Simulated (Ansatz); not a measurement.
**TaP (P-6m2, No. 187, 2 atoms in the cell; start mp-1187244)**

Computed with LDA (Ansatz, a program for electronic structure, PAW).

Settings: plane-wave cutoff 520 eV, 18×18×16 k mesh (along the axes of the cell as run), Fermi–Dirac smearing 0.05 eV, scalar-relativistic PAW data made under PBE.

Cell (relaxed at this level):

```cif
data_PTa
_chemical_formula_sum 'Ta1 P1'
_space_group_name_H-M_alt 'P-6m2'
_space_group_IT_number 187
_space_group_name_Hall 'P -6 2'
_cell_length_a 3.26230
_cell_length_b 3.26230
_cell_length_c 3.29814
_cell_angle_alpha 90.000
_cell_angle_beta 90.000
_cell_angle_gamma 120.000
loop_
_atom_site_label
_atom_site_type_symbol
_atom_site_symmetry_multiplicity
_atom_site_Wyckoff_symbol
_atom_site_fract_x
_atom_site_fract_y
_atom_site_fract_z
_atom_site_occupancy
Ta1 Ta 1 e 0.66667 0.33333 0.00000 1
P1 P 1 b 0.00000 0.00000 0.50000 1
```

```
Property           Value
---------------  -------
band gap            none
bulk modulus B0  218 GPa
```

Note: the relaxation could not lower the start's symmetry, so the cell can be a saddle point above a distorted one; the bulk modulus is −V dP/dV from two relaxed cells at ±2 % in volume.

Spin–orbit coupling is not included; it can open a gap where bands touch, and shift volumes and moduli.

Computed values are for the static lattice.

A start named mp-… is a Materials Project structure, which need not be a measured phase.
